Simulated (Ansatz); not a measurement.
Adsorption energy and surface dipole of F on the 1x1 (10-10) surface of wurtzite ZnO (cut with top plane O + Zn), one in a 2x1 cell, started at the site 'bridge Zn-Zn (span 3.3 Å)', worked from the runs' numbers; total energies count from the potentials' own zero.

Host crystal: wurtzite ZnO, with a band gap (PBE, scalar-relativistic without spin-orbit coupling).

Calculation: PBE (plane waves to 420 eV, PAW; Ansatz, a quantum-chemistry and plane-wave program).

Set-up: 33 atoms, 9.4 Å thick at the start under the adsorbate (thin: gaps and levels are the slab's own); mesh 3x4x1; 0.01 eV smearing; dipole correction on; 16 atoms held, the rest relaxed; held to the start's symmetry, so lower structures may exist; spin-polarised, ending with about 0.5 μB a cell, a value that depends on the mesh; orders that need a larger cell were not tried, no spin-orbit, no U, no dispersion correction. The slab shows no gap over 0.04 eV on its mesh. At the end it is bonded to 2 Zn. In PBE it is, or lies within 0.03 eV of, the lowest of the starts that converged.

| quantity | value |
|---|---|
| slab with the adsorbate | -62993.018 eV |
| clean slab, same cell and mesh | -62185.886 eV |
| reference, ½ F2(g) | -805.593 eV |
| area of the cell | 34.72 Å² |
| change of the step from the bottom to the top vacuum level | 1.515 eV |

What is the adsorption energy against this reference?

E(slab + adsorbate) − E(slab) − E(reference) = -1.54 eV, so in this state the adsorbate is more stable than in the reference, at a coverage of 2.88 a nm².

What dipole does adsorption add to the slab along the outward normal (Helmholtz relation, ε₀ = 0.005526 e/(V·Å))?

p = −ε₀·A·ΔV = -0.291 e·Å = -1.40 D; its negative end points to the vacuum, which raises the vacuum level.
